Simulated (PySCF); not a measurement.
PySCF 2.14.0, PBE0/def2-svp, df: Ti(S)(OH)(NMe2) (C[N](C)[Ti]([OH])=[S]), 13 atoms. The geometry is a generated start, not checked to be a minimum at this level.

```
Item                           Value
-------------------  ---------------
task                          energy
method                          pbe0
basis                       def2-svp
two-electron scheme  density fitting
mol.max_memory               3000 MB
mf.max_cycle                     100
mf.init_guess        minao (default)
mf.DIIS              CDIIS (default)
mf.diis_space            8 (default)
mf.conv_tol          1e-09 (default)
mf.grids.level           3 (default)
basis functions                  140
grid points                   164664
```

```xyz
13

Ti     0.9407    -1.3638     0.0359
S      2.6118    -0.0540    -0.3653
O      1.1171    -1.7474     1.7255
H      1.9247    -1.5457     2.2220
N     -0.5521    -0.3304    -0.3303
C     -0.5139     0.4201    -1.5743
C     -0.9322     0.5266     0.7807
H     -1.5017     0.8482    -1.7863
H      0.2228     1.2435    -1.5211
H     -0.2351    -0.2491    -2.4037
H     -0.1609     1.3104     0.9480
H     -1.8892     1.0229     0.5778
H     -1.0320    -0.0814     1.6911
```

Charge 0 and multiplicity 1 are set for this test and not shown to be the ground state.

One run each on 2 threads, 1 BLAS thread. Values of level_shift (Hartree) tried: 0 (default), 0.1, 0.3, 1.

Question: Which value of level_shift (Hartree) needs the fewest Fock builds, and what happens away from it?

Answer: Fewest Fock builds: 0 (default) with 16. The count rises to 55 at 1. All converge to one solution.

| level_shift (Hartree) | Fock builds | end |
|---|---|---|
| 0 (default) | 16 | same solution |
| 0.1 | 20 | same solution |
| 0.3 | 28 | same solution |
| 1 | 55 | same solution |
